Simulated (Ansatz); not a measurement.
Defect: interstitial Cd in zinc-blende CdTe, charge state +2. The step: a direct jump of one Cd atom; the atom moves 4.64 Å along (0.00, -0.50, -0.50) of the unit cell; the moving atom starts with neighbours 3 Cd at 3.44, 3 Cd at 3.45; 4 Te at 2.90 Å and ends with 2 Cd at 3.43, 2 Cd at 3.44, 2 Cd at 3.46; 4 Te at 2.90 Å. A PBE band in Ansatz (plane-wave PAW, one k-point at (0.250, 0.250, 0.250), 64 host sites, 73 SCF runs with any check of the saddle's order, static, no finite-size correction) gives a forward barrier of 0.42 eV. The saddle point's order was not checked, and it lies on a symmetry element of the cell, where a band can be held. The charge state is imposed; whether it is stable for some Fermi level was not computed. Sites that were not tried may lie lower.

Single points at the band's start and saddle point can refine it. Rough cost of one point, in units of the band's mean SCF on the same machine:

```json
[
 {"Level": "PBE, a 2×2×2 k-point mesh shifted by half a step", "Cost of one point": "about 4"},
 {"Level": "r2SCAN at 500 eV, one k-point at (0.250, 0.250, 0.250)", "Cost of one point": "under 2"}
]
```

Task: Which of these move the barrier by more than 0.1 eV, and how far does each move it?

Result: Not one does. PBE, a 2×2×2 k-point mesh shifted by half a step: -0.01 eV; r2SCAN at 500 eV, one k-point at (0.250, 0.250, 0.250): +0.05 eV. Each functional is compared with PBE at the same k-points.

Ansatz is a program for electronic structure.
